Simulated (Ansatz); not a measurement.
Start from TiS₂ in the CdI2 type structure (space group P-3m1, No. 164; a = 3.3605 Å, c = 5.5229 Å; layered, stacked along the Cartesian z axis).

Method: DFT with PBE-D3(BJ), PAW potentials and a 420 eV plane-wave cutoff in Ansatz (an electronic-structure program), spin-orbit coupling left out, earlier PAW set.

Modification: Sn takes the place of Ti on all its sites; the structure is relaxed again.

Measured lattice parameter a: TiS2 3.4073 Å (temperature not stated; as listed in R.R. Chianelli, J.C. Scanlon, A.H. Thompson, Materials Research Bulletin (1975)); SnS2 3.6456 Å (room temperature; as listed in de Lima et al., arXiv (2018)).

Q: How well does PBE-D3(BJ) reproduce the measured shift?

A: With PBE-D3(BJ) the lattice parameter a moves by +0.309 Å (3.360 → 3.670) against +0.238 Å measured.

No phonon test of stability was made. All final runs are without spin polarisation.
